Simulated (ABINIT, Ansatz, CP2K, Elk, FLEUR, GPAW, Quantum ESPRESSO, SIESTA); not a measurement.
**One structure in several programs: NaCl (Fm-3m, 2 atoms in the cell)**

Self-consistent single point, at a second geometry (lattice scaled by 0.98). First geometry:

```xyz
2
Lattice="0.0000 2.8200 2.8200 2.8200 0.0000 2.8200 2.8200 2.8200 0.0000" Properties=species:S:1:pos:R:3 pbc="T T T"
Na     0.0000     0.0000     0.0000
Cl     2.8200     2.8200     2.8200
```

Shared settings, as Ansatz (an electronic-structure program) writes them: kpoints.mp_grid.grid = 10 10 10; scf.occupations.method = fermi_dirac; scf.occupations.width = 0.0015 Ry. Potentials and cutoffs stand in the table.

```tsv
code	model	ΔF from the first geometry (meV/atom)	pressure (GPa)	gap on the mesh (eV)	cutoff
Quantum ESPRESSO	PBE, SSSP 1.1.2 efficiency (PBE) pseudopotentials	14.6	2.78	5.348	40 Ry
Elk	PBE, all-electron FP-LAPW, Elk's shipped species files, APW+lo basis with extra local orbitals	16.4	–	5.270	rgkmax 8
ABINIT	PBE, PAW (JTH v2.0 PBE PAW)	15.3	2.50	5.344	30 Ha
Ansatz	PBE, default PAW files	13.5	2.62	5.352	default
CP2K	PBE, GPW, DZVP-MOLOPT-SR-GTH basis, GTH-PBE potentials (GTH_POTENTIALS)	15.7	2.98	5.304	grid 950 Ry
SIESTA	GGA PBE, numerical atomic orbitals TZP, PseudoDojo PBE standard norm-conserving potentials (rewritten from UPF to PSML)	13.7	3.01	5.438	grid 350 Ry
FLEUR	PBE, all-electron FLAPW (FLEUR), scalar-relativistic valence	14.3	–	5.510	Kmax 4 1/bohr
GPAW	PBE, GPAW PAW datasets PBE (gpaw-data 1.0.1)	13.4	2.60	5.358	800 eV
```

A dash marks a value that a program does not give, or that is left out as unsure.

Gaps are read on the mesh.

The spread over the programs that give each value: ΔF from the first geometry within 3.0 meV/atom; pressure within 0.51 GPa; gap on the mesh within 0.240 eV.

CP2K and SIESTA use small atom-centred bases, whose incompleteness enters pressures, forces and empty levels differently from a plane-wave cutoff. Elk and FLEUR treat all electrons, but the usual bases taken here (sphere radii, linearisation, local orbitals, empty states) were not tested for convergence, so the values are no reference for the others. Ansatz's pressure is given at a fixed set of plane waves, as the other plane-wave codes print theirs. In the gap, FLEUR (by 0.161) lies more than 0.12 eV from the median of the plane-wave programs.

The starting cell has typed, rounded lattice constants, without a prior relaxation at this level. For this run, on top of that: lattice scaled by 0.98.

Keys are those of Ansatz 0.2.
